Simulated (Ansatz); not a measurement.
**Effect of isotropic strain −2.50 % on AlRu**

Base system: AlRu in the CsCl type structure (space group Pm-3m, No. 221; a = 2.977 Å; relaxed with 0.1 eV smearing).

Now apply this change: the cell is scaled by 0.9750 in all directions; the atoms relax in the strained cell.

Calculations: PBEsol (Ansatz, an electronic-structure program; PAW; 420 eV plane waves; no spin-orbit coupling). k-mesh 19×19×19 (Γ-centred); smearing 0.1 eV (Fermi–Dirac).

```csv
quantity,base,changed,shift
volume per atom,13.19 Å³,12.23 Å³,-0.96 Å³
space group,Pm-3m (No. 221),Pm-3m (No. 221),–
shortest interatomic distance,4.872 bohr,4.750 bohr,-0.122 bohr
energy relative to the base (free energy F),0 meV/atom,+55 meV/atom,+55 meV/atom
pressure,0.0 GPa,19.6 GPa,+19.6 GPa
band gap,zero,zero,–
```

Whether these cells are dynamically stable was not tested. The final runs are not spin-polarised.
